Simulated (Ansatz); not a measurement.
Results of PBEsol (PAW; Ansatz, a quantum-chemistry and plane-wave program) for SrScHO2 (model structure, started from the SrVO2H type, P4/mmm, No. 123, 5 atoms in the cell).

Excerpt of the program's output:

```
Crystal: 5 atoms, lattice volume = 63.763 Å³
Basis set: ecut = 520 eV, 1719 PW (Γ), exchange–correlation on 64×64×60 points (8 copies of the dense FFT grid, shifted against one another)
Bands: 22, of which v1, the nominal top of the filled ones, is band 17 counted from 1 (16 counted from 0)
Symmetry: 16 space group operations
Space group: P4/mmm (ITA 123), of the structure as read, at distance tolerance 4.0e-5 Å
k-points: 90 of 640
Functional: x = pbesol(κ = 0.804, μ = 0.12345679012345678), c = pbesol(β = 0.046)
SCF iter   1: F=—  HF=-6748.369886 eV  |F-HF|=—  |Δ(HF+E_count)|=         —  Δρ=1.49e-2  dr2=1.25e-1
SCF iter   2: F=—  HF=-6748.345181 eV  |F-HF|=—  |Δ(HF+E_count)|=   2.47e-2  Δρ=5.51e-3  dr2=1.25e-2
  ...
SCF iter   7: F=—  HF=-6748.342431 eV  |F-HF|=—  |Δ(HF+E_count)|=   3.32e-7  Δρ=2.67e-6  dr2=2.75e-9
SCF iter   8: F=-6748.342431 eV  HF=-6748.342431 eV  |F-HF|=5.18e-11  |Δ(HF+E_count)|=   2.79e-9  Δρ=3.64e-7  dr2=7.15e-11
SCF 1 converged in 8 iterations: F = -6748.342431 eV  dr2 = 7.15e-11
SCF converged after 8 iterations
Free energy (F): -6748.342431 eV
Internal energy: -6748.342431 eV  (E = F + TS)
E sigma→0 (E₀):  -6748.342431 eV
Fermi energy:    9.645060 eV
--- Forces (eV/Å), atoms counted from 1 ---
  atom   1  Sr     0.00000000     0.00000000     0.00000000
  atom   2  Sc     0.00000000     0.00000000     0.00000000
  atom   3  O     -0.00000000    -0.00000000     0.00000000
  atom   4  O      0.00000000     0.00000000     0.00000000
  atom   5  H      0.00000000     0.00000000     0.00000000
--- Stress (GPa, compression-positive) ---
        0.004192       0.000000       0.000000
        0.000000       0.004192       0.000000
        0.000000       0.000000       0.004262
  P = ⅓ Tr σ = 0.0042 GPa (0.042 kbar)
```

Problem. Write an input file that could have produced this run (the log leaves some choices open).

Solution. One answer among several that fit: 
Ansatz 0.2 input:
```yaml
crystal:
  lattice:
    - [4.0871016477, 0.0, 0.0]
    - [0.0, 4.0871016477, 0.0]
    - [0.0, 0.0, 3.8171643569]
  atoms:
    - { symbol: Sr, position: [0.5, 0.5, 0.5] }
    - { symbol: Sc, position: [0.0, 0.0, 0.0] }
    - { symbol: O, position: [0.5, 0.0, 0.0] }
    - { symbol: O, position: [0.0, 0.5, 0.0] }
    - { symbol: H, position: [0.0, 0.0, 0.5] }
basis:
  ecutwfc: 520
  ecutrho_ratio: 4
  xc_grid: 2
kpoints:
  mp_grid: { grid: [8, 8, 10] }
  band_path:
    path:
      - [0.0, 0.0, 0.0]
      - [0.0, 0.071429, 0.0]
      - [0.0, 0.142857, 0.0]
      - [0.0, 0.214286, 0.0]
      - [0.0, 0.285714, 0.0]
      - [0.0, 0.357143, 0.0]
      - [0.0, 0.428571, 0.0]
      - [0.0, 0.5, 0.0]
      - [0.071429, 0.5, 0.0]
      - [0.142857, 0.5, 0.0]
      - [0.214286, 0.5, 0.0]
      - [0.285714, 0.5, 0.0]
      - [0.357143, 0.5, 0.0]
      - [0.428571, 0.5, 0.0]
      - [0.5, 0.5, 0.0]
      - [0.454545, 0.454545, 0.0]
      - [0.409091, 0.409091, 0.0]
      - [0.363636, 0.363636, 0.0]
      - [0.318182, 0.318182, 0.0]
      - [0.272727, 0.272727, 0.0]
      - [0.227273, 0.227273, 0.0]
      - [0.181818, 0.181818, 0.0]
      - [0.136364, 0.136364, 0.0]
      - [0.090909, 0.090909, 0.0]
      - [0.045455, 0.045455, 0.0]
      - [0.0, 0.0, 0.0625]
      - [0.0, 0.0, 0.125]
      - [0.0, 0.0, 0.1875]
      - [0.0, 0.0, 0.25]
      - [0.0, 0.0, 0.3125]
      - [0.0, 0.0, 0.375]
      - [0.0, 0.0, 0.4375]
      - [0.0, 0.0, 0.5]
      - [0.0, 0.071429, 0.5]
      - [0.0, 0.142857, 0.5]
      - [0.0, 0.214286, 0.5]
      - [0.0, 0.285714, 0.5]
      - [0.0, 0.357143, 0.5]
      - [0.0, 0.428571, 0.5]
      - [0.0, 0.5, 0.5]
      - [0.071429, 0.5, 0.5]
      - [0.142857, 0.5, 0.5]
      - [0.214286, 0.5, 0.5]
      - [0.285714, 0.5, 0.5]
      - [0.357143, 0.5, 0.5]
      - [0.428571, 0.5, 0.5]
      - [0.5, 0.5, 0.5]
      - [0.454545, 0.454545, 0.5]
      - [0.409091, 0.409091, 0.5]
      - [0.363636, 0.363636, 0.5]
      - [0.318182, 0.318182, 0.5]
      - [0.272727, 0.272727, 0.5]
      - [0.227273, 0.227273, 0.5]
      - [0.181818, 0.181818, 0.5]
      - [0.136364, 0.136364, 0.5]
      - [0.090909, 0.090909, 0.5]
      - [0.045455, 0.045455, 0.5]
      - [0.0, 0.5, 0.0625]
      - [0.0, 0.5, 0.125]
      - [0.0, 0.5, 0.1875]
      - [0.0, 0.5, 0.25]
      - [0.0, 0.5, 0.3125]
      - [0.0, 0.5, 0.375]
      - [0.0, 0.5, 0.4375]
      - [0.5, 0.5, 0.0625]
      - [0.5, 0.5, 0.125]
      - [0.5, 0.5, 0.1875]
      - [0.5, 0.5, 0.25]
      - [0.5, 0.5, 0.3125]
      - [0.5, 0.5, 0.375]
      - [0.5, 0.5, 0.4375]
    npoints: 1
hamiltonian:
  xc: pbesol
  dispersion: none
  pseudopotentials: { kind: paw }
scf:
  occupations: { method: fermi_dirac, width: 0.01 }
  convergence: { dr2_threshold: 0.0000000005 }
output:
  forces: true
  stress: true
  eigenvalues: true
  write_bands: true
```

The PAW data were made under PBE.

Note: the relaxation could raise the start's symmetry but not lower it, so the cell can be a saddle point.

A model structure was made by putting elements into a prototype or built by hand; it is no filed structure, need not be a known phase, and can be a saddle point held by its symmetry.
